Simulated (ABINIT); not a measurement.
ABINIT run on TcN (P4_2/mmc, 4 atoms in the cell): self-consistent single point.

Method: PBEsol, norm-conserving pseudopotentials (PseudoDojo nc-sr-04 PBEsol standard) (plane waves; ABINIT).

The change in words: lattice scaled by 0.98. Reference geometry:
```
TcN
1.0
    2.66149     0.00000     0.00000
    0.00000     2.66149     0.00000
    0.00000     0.00000     6.02184
Tc N
2 2
Direct
  0.50000   0.00000   0.50000
  0.00000   0.50000   0.00000
  0.00000   0.00000   0.75000
  0.00000   0.00000   0.25000
```

Reference input (self-consistent single point, DFT, PBEsol, plane waves, norm-conserving pseudopotentials (PseudoDojo nc-sr-04 PBEsol standard)): pseudos = [Tc.upf, N.upf]; ecut = 42 Ha; ixc = -116133; occopt = 3; tsmear = 0.00367493 Ha; ngkpt = 8 8 4; nshiftk = 1; shiftk = 0 0 0; potentials = PseudoDojo nc-sr-04 PBEsol standard; nband = 27; kptopt = 1; nstep = 80. This run's input differs from it in these lines:

```diff
@@ -3,3 +3,3 @@
 pseudos "Tc.upf, N.upf"
-acell 2.6614860000 2.6614860000 6.0218450000 Angstrom
+acell 2.6082560000 2.6082560000 5.9014080000 Angstrom
 rprim
```

Output (repeated stretches shortened):

```
--- !BeginCycle
solver: {iscf: 7, nstep: 80, nline: 4, wfoptalg: 0, }
tolerances: {toldfe: 1.00E-09, }
...

     iter   Etot(hartree)      deltaE(h)  residm     vres2
 ETOT  1  -189.84890784132    -1.898E+02 2.694E-01 1.257E+03
 ETOT  2  -188.05389322034     1.795E+00 3.982E-02 8.725E+03
 ETOT  3  -190.26361179041    -2.210E+00 1.673E-02 2.989E+01
 ETOT  4  -190.26928727117    -5.675E-03 3.578E-02 6.875E+00
 ETOT  5  -190.27048325661    -1.196E-03 6.003E-03 9.080E-01
   [... 2 lines left out ...]
 ETOT  8  -190.27069653589    -8.367E-09 9.288E-04 1.998E-05
 ETOT  9  -190.27069654040    -4.502E-09 3.676E-04 3.969E-07
 ETOT 10  -190.27069654050    -1.025E-10 6.801E-04 2.347E-09
 ETOT 11  -190.27069654049     5.400E-12 3.300E-04 2.124E-11
 At SCF step   11, etot is converged :
  for the second time, diff in etot=  5.400E-12 < toldfe=  1.000E-09

 Cartesian components of stress tensor (hartree/bohr^3)
  sigma(1 1)= -9.00095558E-04  sigma(3 2)=  0.00000000E+00
  sigma(2 2)= -9.00095558E-04  sigma(3 1)=  0.00000000E+00
  sigma(3 3)= -1.36098905E-03  sigma(2 1)=  0.00000000E+00

 ----iterations are completed or convergence reached----

 reduced coordinates (array xred) for    4 atoms
       0.500000000000      0.000000000000      0.500000000000
       0.000000000000      0.500000000000      0.000000000000
       0.000000000000      0.000000000000      0.750000000000
       0.000000000000      0.000000000000      0.250000000000
 cartesian forces (eV/Angstrom) at end:
    1     -0.00000000000000    -0.00000000000000    -0.00000000000000
   [... lines left out ...]
 Fermi (or HOMO) energy (eV) =  15.39957   Average Vxc (eV)= -14.09505
   [... lines left out ...]
total_energy        : -1.90270696540494E+02
total_energy_eV     : -5.17752896087295E+03
band_energy         : -9.61390409071397E+00
...

-Cartesian components of stress tensor (GPa)         [Pressure=  3.1002E+01 GPa]
- sigma(1 1)= -2.64817211E+01  sigma(3 2)=  0.00000000E+00
- sigma(2 2)= -2.64817211E+01  sigma(3 1)=  0.00000000E+00
- sigma(3 3)= -4.00416735E+01  sigma(2 1)=  0.00000000E+00

 Calculation completed.
```

The run converged in 11 iterations. Against the reference run the free energy goes up by 71.1 meV/atom and the pressure goes from 6.53 to 31.00 GPa.

The starting cell comes from a database of computed structures (which also holds hypothetical and non-ambient phases and stackings), without a prior relaxation at this level. Its lattice was rescaled by a random factor within 2.5 % of one. For this run, on top of that: lattice scaled by 0.98. Spin polarisation is off. With a pressure of about 31 GPa the cell is away from its equilibrium volume at this level.

Cost on one core of a shared machine: roughly 2 min.
